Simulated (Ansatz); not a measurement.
Base system: TiO₂ in the anatase structure (space group I4_1/amd, No. 141).

```xyz
6
Lattice="-1.8697 1.8697 4.7275 1.8697 -1.8697 4.7275 1.8697 1.8697 -4.7275" Properties=species:S:1:pos:R:3 pbc="T T T"
Ti     0.0000     1.8697     2.3638
Ti     0.0000     0.0000     0.0000
O      0.0000     1.8697     0.3973
O      0.0000     0.0000     7.4886
O      0.0000     0.0000     1.9665
O      0.0000     1.8697     4.3303
```

The values are results of LDA (Ansatz, a quantum-chemistry and plane-wave program; PAW; 420 eV plane waves; no spin-orbit coupling), not measurements.

```tsv
level	band gap
LDA	2.08 eV
```

Question: From these computed values, estimate the measured ones, and say how each level misses.

Answer: Measured: band gap 3.42 eV (0 K or low temperature; as listed in Wei Kang, Mark S. Hybertsen, Physical Review B (2010)). Computed minus measured — band gap: LDA -1.34 eV. Measured values not marked as corrected hold thermal and zero-point effects that the static-lattice runs lack. A measured gap can be an optical one, lowered by exciton binding.

Whether these cells are dynamically stable was not tested. All final runs are without spin polarisation.
